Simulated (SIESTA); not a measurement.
**Several settings converged on a (001) slab of Ti (cut from a parent of space group no. 194; 4 atoms in the cell)**

```
CELL_PARAMETERS angstrom
      2.93525     0.00000     0.00000
     -1.46762     2.54200     0.00000
      0.00000     0.00000    20.98479
ATOMIC_POSITIONS crystal
  Ti 0.66667 0.33333 0.44452
  Ti 0.33333 0.66667 0.33358
  Ti 0.66667 0.33333 0.66643
  Ti 0.33333 0.66667 0.55548
```

Base method: LDA PW92, numerical atomic orbitals TZP, PseudoDojo LDA standard norm-conserving potentials (rewritten from UPF to PSML) in SIESTA.

Base settings: XC.functional = LDA; XC.authors = PW92; potentials = PseudoDojo LDA standard; PAO.BasisSize = TZP; PAO.EnergyShift = 0.005 Ry; MeshCutoff = 300 Ry; kgrid.MonkhorstPack = 6 6 1; OccupationFunction = FD; ElectronicTemperature = 1160.45 K; MaxSCFIterations = 150.

**The vacuum**

The mesh stays at the base's, so the ladder's end is converged at best in this setting alone.

Only quantities that move along the ladder and can be compared are tabulated; forces are left out, as grid noise moves with the cell.

```tsv
vacuum between outermost atoms (Å)	free energy less the last step's (meV/atom)
3.0	-415.53
5.0	-61.52
7.0	-1.78
10.0	0.01
14.0	0.01
30.0	0.00
```

Smallest vacuum between outermost atoms (Å) that holds the free energy within 0.5 meV/atom of the last step, with all finer ones: 10.0; the step before is off by 1.8 meV/atom.

**The k-point mesh**

Only quantities that move along the ladder and can be compared are tabulated.

| kgrid.MonkhorstPack | free energy less the last step's (meV/atom) | largest difference of a force vector from the last step's (eV/Å) |
|---|---|---|
| 3 3 1 | 46.16 | 0.129 |
| 5 5 1 | -20.92 | 0.035 |
| 6 6 1 | 4.15 | 0.053 |
| 8 8 1 | -2.58 | 0.016 |
| 11 11 1 | -0.11 | 0.007 |
| 15 15 1 | -0.05 | 0.001 |
| 33 33 1 | 0.00 | 0.000 |

Coarsest kgrid.MonkhorstPack that holds the forces within 0.005 eV/Å of the last step, with all finer ones: 15 15 1; the step before is off by 0.007 eV/Å.

Coarsest kgrid.MonkhorstPack that holds the free energy within 5 meV/atom of the last step, with all finer ones: 6 6 1; the step before is off by 21 meV/atom.

On the base run: the starting cell has typed, rounded lattice constants, without a prior relaxation at this level. The slab is cut from that crystal, and its faces are unrelaxed. Its lattice was rescaled by up to half a per cent. Spin polarisation is off. Values carry the incompleteness of an atom-centred basis. Without a gap this mesh is coarse (it stands for a supercell whose shortest in-plane vector is 18 Å).

Left out of this page: 1 run of the series outside the window shown, repeating another row's setting, or not comparable.
